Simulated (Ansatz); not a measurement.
The parent structure is HfC in the rock salt structure (space group Fm-3m, No. 225; a = 4.6513 Å; relaxed with 0.1 eV smearing).

The values are results of PBE (Ansatz, a quantum-chemistry and plane-wave program; PAW; 420 eV plane waves; no spin-orbit coupling), not measurements.

Base values:

Pressure: 0.0 GPa
Band gap: zero

Modification: every lattice vector is stretched by 2.00 %, atoms relaxed at fixed cell.

Q: Predict the new pressure.

A: The pressure goes from zero to -12.4 GPa.

Q: How does this affect the energy relative to the base?

A: The energy grows by 31 meV/atom.

Q: What does the calculation give for the band gap after the change?

A: The band gap stays zero.

The cells carry an imposed strain or load. No phonon test of stability was made. The final runs are not spin-polarised.
